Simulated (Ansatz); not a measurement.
Base system: Ba in the bcc (W type) structure (space group Im-3m, No. 229).

Space group Im-3m (No. 229); a = b = c = 5.0687 Å, α = β = γ = 90.00°

```
atom  site  symmetry       x       y       z
----  ----  --------  ------  ------  ------
Ba      2a      m-3m  0.0000  0.0000  0.0000
```
(The calculation used a cell of 1 atom; values per cell refer to that cell.)

Level of theory: r2SCAN/PAW in Ansatz (an electronic-structure program), no SOC.

For the base:

* **Volume per atom**: 65.11 Å³

Now apply this change: a hydrostatic pressure of 2.1 GPa.

### Question
How does this affect the volume per atom?

### Answer
The volume per atom decreases by 11.477 Å³ to 53.64 Å³.

Load acts through the strain it causes; cell and atoms are relaxed under it. No phonon test of stability was made.
